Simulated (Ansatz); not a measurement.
**How a calculation on the (111) slab of MgSc3Ru2 (cut from a parent of space group no. 123; 18 atoms in the cell) responds to its settings**

```
CELL_PARAMETERS angstrom
      4.58359     0.00000     0.00000
      2.29180    11.07409     0.00000
      0.00000     0.00000    18.42870
ATOMIC_POSITIONS crystal
  Mg 0.43786 0.34333 0.35168
  Mg 0.95927 0.30050 0.47335
  Mg 0.48069 0.25767 0.59502
  Sc 0.69856 0.82191 0.41251
  Sc 0.83518 0.54869 0.37779
  Sc 0.04054 0.13797 0.32558
  Sc 0.21998 0.77909 0.53418
  Sc 0.35659 0.50586 0.49945
  Sc 0.56195 0.09514 0.44725
  Sc 0.74139 0.73626 0.65585
  Sc 0.87801 0.46303 0.62112
  Sc 0.08337 0.05231 0.56891
  Ru 0.27162 0.67581 0.39394
  Ru 0.12551 0.96802 0.43109
  Ru 0.79303 0.63298 0.51561
  Ru 0.64693 0.92519 0.55276
  Ru 0.31444 0.59015 0.63728
  Ru 0.16834 0.88236 0.67442
```

Base run A: LDA (PW92), default PAW files made with PBE in Ansatz (a quantum-chemistry and plane-wave program), self-consistent single point.

Its settings: kpoints.mp_grid.grid = 4 4 1; hamiltonian.xc = lda; hamiltonian.pseudopotentials = {kind: paw} (the program's default PAW files); scf.occupations.method = cold; scf.occupations.width = 0.1 eV.

The starting cell comes from a database of computed structures (which also holds hypothetical and non-ambient phases and stackings), without a prior relaxation at this level. The slab is cut from that crystal, and its faces are unrelaxed. Spin polarisation is off. The two faces of this cut differ, and no dipole correction was used. In the base run, forces exceed 1 eV/Å. Without a gap this mesh is coarse (it stands for a supercell whose shortest in-plane vector is 18 Å).

ΔF is the free energy per atom less that of run A. 

```tsv
run	kpoints.mp_grid.grid, scf.occupations.width	ΔF (meV/atom)	largest force (eV/Å)	TS (meV/atom)	k-points
A	4 4 1, 0.1 eV	0.00	2.660	-0.9	7
B	2 2 1, 0.03 eV	-17.0	2.877	0.3	3
C	2 2 1, 0.1 eV	-17.0	2.876	0.0	3
D	2 2 1, 0.3 eV	-16.2	2.903	-2.6	3
E	3 3 1, 0.03 eV	-0.18	2.506	0.4	4
F	3 3 1, 0.1 eV	-0.21	2.503	-0.7	4
G	3 3 1, 0.3 eV	1.80	2.542	-4.7	4
H	4 4 1, 0.03 eV	0.12	2.651	0.1	7
I	4 4 1, 0.3 eV	3.0	2.713	-5.5	7
J	5 5 1, 0.03 eV	-2.8	2.609	0.1	9
K	5 5 1, 0.1 eV	-3.3	2.617	-0.2	9
L	5 5 1, 0.3 eV	0.30	2.661	-8.4	9
```

Run I against A: The free energy goes up by 3.0 meV/atom and the largest force goes from 2.660 to 2.713 eV/Å.

Run B against A: The free energy drops by 17.0 meV/atom and the largest force goes from 2.660 to 2.877 eV/Å.

Keys are those of Ansatz 0.2.
